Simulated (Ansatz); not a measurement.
The parent structure is TiO$_{2}$ in the anatase structure (space group I4_1/amd, No. 141; a = 3.7988 Å, c = 9.7007 Å).

Level of theory: PBE in Ansatz (plane waves to 420 eV, PAW, without spin-orbit coupling).

For the base:

```
Property                         Value
-----------------------------  -------
Width of the top valence band  0.84 eV
Smallest direct gap            2.43 eV
```

The change: every lattice vector is stretched by 1.20 %; the atoms relax in the strained cell.

Q: What does the calculation give for the width of the top valence band after the change?

A: The width of the top valence band shrinks by 0.08 eV (0.84 eV → 0.76 eV).

Q: What happens to the energy relative to the base?

A: The energy rises by 8.5 meV/atom.

Q: Estimate the effect on the smallest direct gap.

A: The smallest direct gap falls by 0.086 eV, from 2.43 eV to 2.35 eV.

Q: Predict the new largest internal atomic displacement.

A: The largest internal atomic displacement is 0.014 Å.

Whether these cells are dynamically stable was not tested. All final runs are without spin polarisation.

Ansatz is an electronic-structure program.
